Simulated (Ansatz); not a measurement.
One pseudomorphic plane of X on fcc Ag (100), continuing the host's stacking (six planes of the host, 1x1 cell of 8.60 Å², clean work function 4.26 eV). ΔE counts an X atom from its bulk element. E_seg is the energy of the plane on top less that of the same plane lying second, under one plane of the host, at equal numbers of atoms (made equal with bulk Ag); a negative value keeps X outside. χ is Pauling's electronegativity. These are constructed structures, held to the host's lattice; rows with a moment ran spin-polarised from parallel moments in the plane, the only order that a 1x1 cell holds, and a change of moment is part of their E_seg. Rows without one ran without spin, though stretched planes of other d metals may be magnetic.

The numbers are results of PBE (plane waves to 420 eV, PAW; Ansatz, an electronic-structure program), not measurements.

| X | χ | ΔE (eV) | Δφ (eV) | E_seg (eV) | moment of the cell, X on top / second (μB) |
|---|---|---|---|---|---|
| Zr | 1.33 | 0.61 | -0.14 | 0.65 | – |
| Sc | 1.36 | 0.26 | ? | 0.62 | – |
| Ta | 1.50 | 1.74 | 0.54 | 0.83 | – |
| Mn | 1.55 | 1.09 | -0.41 | 0.49 | 4.3 / 4.1 |
| Nb | 1.60 | 1.45 | 0.35 | 0.73 | – |
| Al | 1.61 | 0.15 | 0.24 | 0.36 | – |
| In | 1.78 | -0.15 | -0.14 | -0.32 | – |
| Si | 1.90 | 0.63 | 0.71 | -0.08 | – |
| Sn | 1.96 | -0.21 | -0.18 | -0.46 | – |
| Ir | 2.20 | 2.09 | 1.43 | 0.74 | – |
| Pt | 2.28 | 0.66 | 1.45 | – | – |
| Rh | 2.28 | 1.44 | 0.83 | 0.65 | – |
| W | 2.36 | 2.78 | 0.97 | 0.87 | – |
| Au | 2.54 | -0.09 | 0.74 | 0.00 | – |

Question: Fit a straight line of Δφ against χ to the other rows and predict the withheld value for Sc.

Answer: Least squares gives Δφ = -1.60 + (1.09) × χ, with a root-mean-square miss of 0.42 eV. For Sc, χ = 1.36 gives -0.12 eV; the run gave -0.41 eV, 0.29 eV away, 0.7 times that miss.

Work function. Over these 14 rows Δφ correlates with χ at r = 0.74. It runs from -0.41 eV (Sc) to 1.45 eV (Pt), that is from 3.85 to 5.71 eV in all.

Place. E_seg is below −0.05 eV, so that the full plane is lower on top, for In, Si, Sn; above 0.05 eV, so that it is lower under one plane of the host, for Zr, Sc, Ta, Mn, Nb, Al, Ir, Rh, W.

ΔE is negative for In, Sn, Au: there the strained plane on this host is lower than the bare face and X's own bulk. Alloying within the plane, relief of strain and larger cells were not tried.
